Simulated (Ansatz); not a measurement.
# Defect calculation: Mg interstitial in beta Ga2O3

Method: PBE, PAW (plane waves to 420 eV; Ansatz, an electronic-structure program). A supercell of 120 sites (1×3×2 repeats of a cell of 20 atoms) was used; the energies come from a 2×2×2 shifted sampling of its zone. Site at the start: void with 3O nearest, no. 1. Charged cells carry a point-charge image correction with potential alignment at far atoms. Dielectric constants: PBE linear response of the host. Host gap at this level: 2.01 eV. A cell of this size leaves errors of a few tenths of an eV. The semilocal functional narrows the gap, so deep levels can fall outside it. Spin–orbit coupling is left out. Each state is the lowest found from its start.

Formation energies E_f are given with the Fermi level at the valence-band maximum. Chemical conditions: Ga-rich (Δμ(Mg) = -2.33 eV, bounded by rock-salt MgO; only phases computed here count, gases as isolated molecules at 0 K); O-rich (Δμ(Mg) = -5.37 eV, bounded by rock-salt MgO; only phases computed here count, gases as isolated molecules at 0 K). Reference phases: Mg: hcp Mg.

The name describes the start; the neighbours show where the atoms ended.

Charges with a result: +2, +1, 0. Others weren't obtained, and one of them could lie lower, also by skipping a charge.

```tsv
charge	moment (μB)	point group	largest move off a lattice site (Å)	neighbours of the last Mg atom of the defect at the end (Å)	image correction with alignment (eV)	E_f, Ga-rich (eV)	E_f, O-rich (eV)
+2	not spin-polarised	Cs	0.56	O 1.87, O 1.92, O 1.92, O 2.04, Ga 2.52, Ga 2.53	0.83	-1.19	1.85
+1*	quenched	Cs	0.56	O 1.87, O 1.92, O 1.92, O 2.04, Ga 2.52, Ga 2.54	–	–	–
0*	not spin-polarised	Cs	0.57	O 1.88, O 1.92, O 1.92, O 2.04, Ga 2.52, Ga 2.54	–	–	–
```

* At this level the carrier isn't localised at the defect: at charge +1 electrons occupy the conduction band; at charge 0 electrons occupy the conduction band. Such a state is shallow or no state of the defect, and this cell gives it no level.

Point groups are those of the whole cell at tolerances of 0.03 and 0.1 Å ("near" where only the looser one holds); none is given for unsettled states.

Starting moments that weren't kept: charge +1 began with 1 μB and ended with 0.0.

No other site or start that was run ended lower by more than 0.1 eV.

Flagged in the runs: a doubtful potential alignment, a host whose relaxation on this sampling wasn't shown to rest, a strain field that reaches the edge of the cell.
